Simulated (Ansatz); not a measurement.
The reference is GaN in the zinc blende structure (space group F-43m, No. 216; a = 4.455 Å). Axes: x, y, z lie along the cube axes.

Calculations: DFT with LDA, PAW potentials and a 420 eV plane-wave cutoff in Ansatz (a first-principles code), no spin-orbit coupling.

Before the change:

The band gap is 1.96 eV and the valence-band top at Γ comes out as 0.00, 0.00, 0.00 eV.

It is then changed as follows: the cell is compressed by 2.50 % along z with no lateral relaxation; the atoms relax in the strained cell.

### Question
How does this affect the band gap, stress, valence-band top at Γ and energy relative to the base?

### Answer
The band gap goes up by 0.086 eV (1.96 eV → 2.04 eV); the stress (xx, yy, zz, yz, xz, xy; compression positive) amounts to (4.35, 4.35, 7.38, 0.00, 0.00, 0.00) GPa; the valence-band top at Γ (three highest levels, from the VBM) changes from 0.00, 0.00, 0.00 eV to 0.00, -0.12, -0.12 eV; the energy goes up by 6.3 meV/atom.

Gaps are read on the SCF mesh and a high-symmetry path. Stability against distortions was not tested. This is not the structure that GaN has at room temperature and ambient pressure.
